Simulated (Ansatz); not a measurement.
Worked example: self-consistent single point of Be2Ag (Fd-3m, 6 atoms in the cell) in Ansatz (a program for electronic structure)

Computed with LDA (PW92), default PAW files made with PBE (plane waves; Ansatz).

The input file:

Ansatz 0.2 input:
```yaml
# Be2Ag
crystal:
  lattice:
    - [0.000000, 3.180483, 3.180483]
    - [3.180483, 0.000000, 3.180483]
    - [3.180483, 3.180483, 0.000000]
  atoms:
    - { symbol: Be, position: [0.625000, 0.625000, 0.125000] }
    - { symbol: Be, position: [0.625000, 0.125000, 0.625000] }
    - { symbol: Be, position: [0.625000, 0.625000, 0.625000] }
    - { symbol: Be, position: [0.125000, 0.625000, 0.625000] }
    - { symbol: Ag, position: [0.250000, 0.250000, 0.250000] }
    - { symbol: Ag, position: [0.000000, 0.000000, 0.000000] }
basis:
  ecutwfc: 420.0
kpoints:
  mp_grid: { grid: [9, 9, 9] }
hamiltonian:
  xc: lda
  pseudopotentials: { kind: paw }
scf:
  occupations: { method: fermi_dirac, width: 0.1 }
output:
  forces: true
  eigenvalues: true
  stress: true
```

Output, abridged:

```
WARN ansatz: RAYON_NUM_THREADS=1 ignored (pool sized by the plan → 1); use --threads N
Pseudopotentials: kind: paw
Pseudopotential: Be, paw, valence charge 2
Pseudopotential: Ag, paw, valence charge 19
Crystal: 6 atoms, lattice volume = 64.344 Å³
Basis set: ecut = 420 eV, 1243 PW (Γ)
Bands: 29, of which v1, the nominal top of the filled ones, is band 23 counted from 1 (22 counted from 0)
Symmetry: 48 space group operations
Space group: Fd-3m (ITA 227), of the structure as read, at distance tolerance 4.0e-5 Å
k-points: 35 of 729
PAW frozen core: Be, regenerated for the run's functional, and the local potential with it
PAW frozen core: Ag, regenerated for the run's functional, and the local potential with it
Initial density: superposition of atomic densities (neutral atoms: chi_scale 0, normalization atom), corrected by the library's trained network
Initial wavefunctions: pseudopotential atomic-orbital guess
Eigensolver: davidson
Functional: x = slater, c = lda
SCF iter   1: F=—  HF=-15269.428053 eV  |F-HF|=—  |Δ(HF+E_count)|=         —  Δρ=8.79e-3  dr2=3.35e-2  ethr=1.77e-3  ⟨swp⟩=6.1  Hψ=4519  notcnv=0  defer=3
all-band conjugate gradients solve this SCF's bands
preconditioner: auto → Kerker (q_TF=auto, 2.580 Å⁻¹)
SCF iter   2: F=—  HF=-15269.419102 eV  |F-HF|=—  |Δ(HF+E_count)|=   8.95e-3  Δρ=3.01e-3  dr2=2.66e-3  ethr=7.29e-5  ⟨swp⟩=2.5  Hψ=1982  notcnv=0  defer=4
SCF iter   3: F=—  HF=-15269.418641 eV  |F-HF|=—  |Δ(HF+E_count)|=   4.61e-4  Δρ=1.51e-3  dr2=9.49e-4  ethr=5.78e-6  ⟨swp⟩=1.0  Hψ=987  notcnv=0  defer=4
SCF iter   4: F=—  HF=-15269.418393 eV  |F-HF|=—  |Δ(HF+E_count)|=   2.48e-4  Δρ=1.62e-4  dr2=2.97e-5  ethr=2.06e-6  ⟨swp⟩=2.0  Hψ=1395  notcnv=0  defer=4
SCF iter   5: F=—  HF=-15269.418386 eV  |F-HF|=—  |Δ(HF+E_count)|=   6.87e-6  Δρ=2.85e-5  dr2=5.14e-7  ethr=6.46e-8  ⟨swp⟩=2.0  Hψ=1509  notcnv=0  defer=4
SCF iter   6: F=-15269.418386 eV  HF=-15269.418386 eV  |F-HF|=6.99e-9  |Δ(HF+E_count)|=   1.80e-7  Δρ=5.77e-6  dr2=1.77e-8  ethr=2.17e-10  ⟨swp⟩=7.0  Hψ=4339  notcnv=0
SCF 1 converged in 6 iterations: F = -15269.418386 eV  dr2 = 1.77e-8
SCF converged after 6 iterations
Free energy (F): -15269.418386 eV
Harris-Foulkes:  -15269.418386 eV  (|F-HF|=6.99e-9)
Internal energy: -15269.390599 eV  (E = F + TS)
E sigma→0 (E₀):  -15269.404492 eV
Entropy (-TS):   -0.027787 eV (-4.631 meV/atom)
Fermi energy:    13.321520 eV
--- Per-component energies (eV) ---
  E_band       = -590.249305
  E_kinetic    = 1134.233784
  E_local      = -6062.746574  (includes V_loc(G=0)·N_el)
  E_nonlocal   = 186.007028
  E_hartree    = 2765.734899
  E_xc         = -447.575936
  E_vxc        = -554.985324  (∫ρ·V_xc dr)
  E_paw        = -7755.911371  (= ΣΔE_a)
  E_vpaw       = -824.222569  (= ΣTr[D̂ρ^β])
  E_aug_tail   = 0.000517  (compensation charges beyond the density's cutoff)
  E_ewald      = -5090.703709
  E_core_change = 1.570763  (= ΣΔE_core)
  E_smearing   = -0.027787  (= −TS)
  E_closure    = 0.000000  (closes the sum)
  Σ components = -15269.418386   (vs F -15269.418386, Δ=0.00e0)
--- Forces (eV/Å), atoms counted from 1 ---
  atom   1  Be     0.00000000     0.00000000    -0.00000000
   [... zero for the other atoms too ...]
  max |Σ_I F_I| component: 3.24e-17 eV/Å
--- Stress (GPa, compression-positive) ---
       -5.801300       0.000000      -0.000000
        0.000000      -5.801300      -0.000000
        0.000000       0.000000      -5.801300
  P = ⅓ Tr σ = -5.8013 GPa (-58.013 kbar)
  The stress holds the Pulay correction. Without it, at fixed plane waves, as pw.x and ABINIT print it: P = -5.8244 GPa
--- Band table (eV; the first three rows and the last of 35) ---
  k-point 0: bands = ["-79.5668", "-79.5442", "-43.1227", "-43.1227", "-43.1227", "-43.0421", "-43.0421", "-43.0421", "3.2779", "6.5375", "6.5375", "7.0353", "7.0353", "7.0353", "7.4960", "7.4960", "7.4960", "8.8103", "8.8103", "9.8895", "13.7223", [...]
  k-point 1: bands = ["-79.5663", "-79.5447", "-43.1236", "-43.1236", "-43.1221", "-43.0428", "-43.0412", "-43.0412", "3.4038", "6.5383", "6.5383", "6.9831", "7.0666", "7.0666", "7.4170", "7.5146", "7.5146", "8.8072", "8.8072", "9.9471", "12.8064", [...]
  k-point 2: bands = ["-79.5649", "-79.5461", "-43.1257", "-43.1257", "-43.1204", "-43.0447", "-43.0391", "-43.0391", "3.7717", "6.5516", "6.5516", "6.9337", "7.0869", "7.0869", "7.0982", "7.6278", "7.6278", "8.7914", "8.7914", "10.1406", "11.3029", [...]
  k-point 34: bands = ["-79.5570", "-79.5540", "-43.1371", "-43.1356", "-43.0895", "-43.0758", "-43.0294", "-43.0280", "5.6275", "5.8160", "6.5998", "6.9762", "7.2109", "7.2705", "7.4048", "7.6576", "8.5859", "8.6147", "8.8171", "9.0685", "9.2115", [...]
```

The run converged in 6 iterations.

The starting cell comes from a database of computed structures (which also holds hypothetical and non-ambient phases and stackings), without a prior relaxation at this level. Its lattice was rescaled by up to half a per cent. With a pressure of about -6 GPa the cell is away from its equilibrium volume at this level. Ansatz's pressure includes its estimate of the finite-basis (Pulay) stress.
